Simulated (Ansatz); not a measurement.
For AlO (model structure, started from the beta GaS type, P6₃/mmc, No. 194, 8 atoms in the cell), PBE in Ansatz (PAW) gives:

| Item | Value |
|---|---|
| lattice parameter a | 2.968 Å |
| c axis length | 14.495 Å |
| bulk modulus B0 | 5.37 GPa |
| cohesive energy | 5.53 eV/atom |
| band gap | 1.20 eV |

Q: What does r²SCAN (PAW; Ansatz, a quantum-chemistry and plane-wave program) give for the same quantities?

A: 
- lattice constant a: 2.951 Å (decreases by 0.6 %)
- lattice parameter c: 13.106 Å (drops by 9.6 %)
- bulk modulus: 40.1 GPa (grows by 650 %)
- cohesive energy: 5.67 eV/atom (grows by 0.14 eV/atom)
- band gap: 1.28 eV (rises by 0.08 eV)

Changes are worked out from the printed values.

Unless a cell is named, each level is at its own relaxed cell (PBE 13.82, r²SCAN 12.35 Å³/atom).

Density-functional gaps are differences of (generalised) Kohn–Sham levels.

Caveats: the bulk modulus is −V dP/dV from two relaxed cells at ±2 % in volume (PBE, r²SCAN). Ansatz's density-functional and Hartree–Fock values are scalar-relativistic unless marked +SOC, with PAW data made under PBE.

A model structure was made by putting elements into a prototype or built by hand; it is no filed structure, need not be a known phase, and can be a saddle point held by its symmetry.
